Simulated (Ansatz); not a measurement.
The starting structures come from a database of crystals and need not be the phases stable at ambient conditions.

 Where the default PAW files enter, the runs use the earlier of Ansatz's two default sets.

**Evanescent states of AlInSb2 (P-4m2, not sure to be the ambient phase, 4 atoms a cell, 32.2 Å³ an atom) along the normal of (001)**

All values below come from r2SCAN (plane waves, PAW; Ansatz, a first-principles code).

The gap is the functional's own. No spin-orbit coupling. Mid-gap values are interpolated on the energy grid.

Energies count from the valence-band top; κ is the least over a 8×8 mesh across the current.

```json
[
 {"E (eV)": "0.03", "κ (1/Å)": "0.051", "where": "Γ"},
 {"E (eV)": "0.09", "κ (1/Å)": "0.058", "where": "Γ"},
 {"E (eV)": "0.15", "κ (1/Å)": "0.063", "where": "Γ"},
 {"E (eV)": "0.21", "κ (1/Å)": "0.067", "where": "Γ"},
 {"E (eV)": "0.27", "κ (1/Å)": "0.069", "where": "Γ"},
 {"E (eV)": "0.33", "κ (1/Å)": "0.071", "where": "Γ"},
 {"E (eV)": "0.39", "κ (1/Å)": "0.072", "where": "Γ"},
 {"E (eV)": "0.45", "κ (1/Å)": "0.071", "where": "Γ"},
 {"E (eV)": "0.51", "κ (1/Å)": "0.070", "where": "Γ"},
 {"E (eV)": "0.57", "κ (1/Å)": "0.069", "where": "Γ"},
 {"E (eV)": "0.63", "κ (1/Å)": "0.066", "where": "Γ"},
 {"E (eV)": "0.69", "κ (1/Å)": "0.062", "where": "Γ"},
 {"E (eV)": "0.75", "κ (1/Å)": "0.056", "where": "Γ"},
 {"E (eV)": "0.81", "κ (1/Å)": "0.048", "where": "Γ"},
 {"E (eV)": "0.87", "κ (1/Å)": "0.036", "where": "Γ"},
 {"E (eV)": "0.93", "κ (1/Å)": "0.012", "where": "Γ"}
]
```

Question: How thick must the barrier be to attenuate the transmission by 10^4 when the electrodes' Fermi level lies at 0.63 eV, and what attenuation does that film give at 0.57 eV?

Answer: d = 4 ln 10 / (2 × 0.066) = 69.8 Å. At 0.57 eV it gives 4 × 0.069/0.066 = 4.2 decades.
